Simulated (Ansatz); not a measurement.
Start from WSe$_{2}$ in the 2H-MoS2 type structure (space group P6_3/mmc, No. 194; layered, stacked along the Cartesian z axis).

```yaml
crystal:
  lattice:
    - [3.27899, 0.00000, 0.00000]
    - [-1.63949, 2.83969, 0.00000]
    - [0.00000, 0.00000, 12.78582]
  atoms:
    - { symbol: W, position: [0.33333, 0.66667, 0.25000] }
    - { symbol: W, position: [0.66667, 0.33333, 0.75000] }
    - { symbol: Se, position: [0.33333, 0.66667, 0.61827] }
    - { symbol: Se, position: [0.66667, 0.33333, 0.11827] }
    - { symbol: Se, position: [0.66667, 0.33333, 0.38173] }
    - { symbol: Se, position: [0.33333, 0.66667, 0.88173] }
```

Method: DFT with PBE-D3(BJ), PAW potentials and a 420 eV plane-wave cutoff in Ansatz (a program for electronic structure), without spin-orbit coupling, earlier PAW set.

```csv
level,band gap,lattice parameter a,lattice parameter c
PBE-D3(BJ),0.87 eV,3.279 Å,12.786 Å
```

Q: What does experiment give, and how far off is each level?

A: Measured: band gap 1.2 eV (room temperature; as listed in Carlos M. O. Bastos et al., Physical Review Materials (2019)); lattice parameter a 3.282 Å (room temperature; as listed in arXiv:1605.07067); lattice parameter c 12.96 Å (room temperature; as listed in arXiv:1605.07067). Computed minus measured — band gap: PBE-D3(BJ) -0.33 eV; lattice parameter a: PBE-D3(BJ) -0.1 %; lattice parameter c: PBE-D3(BJ) -1.3 %. Measured values not marked as corrected hold thermal and zero-point effects that the static-lattice runs lack. A measured gap can be an optical one, lowered by exciton binding. Levels without spin-orbit coupling miss its effect on the gap.

With W present, leaving out spin-orbit coupling can change the band edges. Stability against distortions was not tested.
